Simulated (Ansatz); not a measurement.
System: Ga₃AlN₄ (model structure, P3m1, No. 156, 8 atoms in the cell). Method: r²SCAN (Ansatz, a program for electronic structure, PAW).

Numerical settings: plane-wave cutoff 560 eV, 12×12×4 k mesh (along the axes of the cell as run), Fermi–Dirac smearing 0.01 eV, scalar-relativistic PAW data made under PBE.

Cell (relaxed at this level):

```cif
data_AlGa3N4
_chemical_formula_sum 'Ga3 N4 Al1'
_space_group_name_H-M_alt 'P3m1'
_space_group_IT_number 156
_space_group_name_Hall 'P 3 -2"'
_cell_length_a 3.16322
_cell_length_b 3.16322
_cell_length_c 10.27794
_cell_angle_alpha 90.000
_cell_angle_beta 90.000
_cell_angle_gamma 120.000
loop_
_atom_site_label
_atom_site_type_symbol
_atom_site_symmetry_multiplicity
_atom_site_Wyckoff_symbol
_atom_site_fract_x
_atom_site_fract_y
_atom_site_fract_z
_atom_site_occupancy
Ga1 Ga 1 c 0.66667 0.33333 0.00276 1
N1 N 1 c 0.66667 0.33333 0.19287 1
Ga2 Ga 1 a 0.00000 0.00000 0.25545 1
N2 N 1 a 0.00000 0.00000 0.44564 1
Ga3 Ga 1 c 0.66667 0.33333 0.50858 1
N3 N 1 c 0.66667 0.33333 0.69935 1
Al1 Al 1 a 0.00000 0.00000 0.75500 1
N4 N 1 a 0.00000 0.00000 0.93905 1
```

### Question
What does this level give for the band gap and bulk modulus?

### Answer

* **band gap**: 2.80 eV (on the SCF k mesh)
* **bulk modulus**: 201 GPa

Note: the bulk modulus is −V dP/dV from two relaxed cells at ±2 % in volume; the relaxation could raise the start's symmetry but not lower it, so the cell can be a saddle point.

Spin–orbit coupling is not included.

Static lattice: no zero-point or thermal effects.

It cost very roughly 4 core-minutes of CPU time.

A model structure was made by putting elements into a prototype or built by hand; it is no filed structure, need not be a known phase, and can be a saddle point held by its symmetry.
